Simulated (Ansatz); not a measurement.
The reference is MoSi₂ (space group Fddd, No. 70; a = 4.5712 Å, b = 7.9585 Å, c = 8.7266 Å; a hypothetical phase, not in the database extracts checked).

Perturbation: an isotropic linear strain of +1.02 %, atoms relaxed at fixed cell.

Levels (all Ansatz, an electronic-structure program, PAW): PBEsol (420 eV, scalar-relativistic without spin-orbit coupling); r2SCAN (500 eV, no SOC).

The geometry is relaxed with PBEsol.

- PBEsol pressure: -6.3 GPa

Q: What does r2SCAN give at this geometry for the pressure?

A: The pressure increases by 1.01 GPa (-6.3 GPa → -5.2 GPa).

Single points use the geometry relaxed with PBEsol. Their cutoffs differ, which shifts pressures a little. Whether these cells are dynamically stable was not tested. The final runs are not spin-polarised.
